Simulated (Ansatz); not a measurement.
The parent structure is FeO in the rock salt structure (space group Fm-3m, No. 225; ferromagnetic; relaxed with 0.1 eV smearing).

```
FeO
1.0
    0.00000     2.15527     2.15527
    2.15527     0.00000     2.15527
    2.15527     2.15527     0.00000
O Fe
1 1
Direct
  0.00000   0.00000   0.00000
  0.50000   0.50000   0.50000
```

All numbers come from PBE (Ansatz, a first-principles code, PAW, without spin-orbit coupling).

Before the change:

```
Quantity                     Value
-------------------  -------------
Pressure                   0.0 GPa
Magnetic state       ferromagnetic
Largest site moment        3.45 μB
Band gap                      zero
```

Modification: the cell is scaled by 0.9914 in all directions, atoms relaxed at fixed cell.

Q: Predict the new energy relative to the base, pressure, magnetic state, largest site moment and band gap.

A: The energy increases by 3.9 meV/atom; the pressure goes from zero to 5.0 GPa; the magnetic state is still ferromagnetic; the largest site moment stays essentially unchanged (3.45 μB against 3.43 μB); the band gap stays zero.

The cells carry an imposed strain or load. Stability against distortions was not tested. No Hubbard U is applied and the magnetic state is the run's own (FeO ferromagnetic); small cells can't hold the antiferromagnetic order that many such compounds have, so gaps and moments can be off. In its common phase, real FeO is an antiferromagnetic insulator at low temperature.
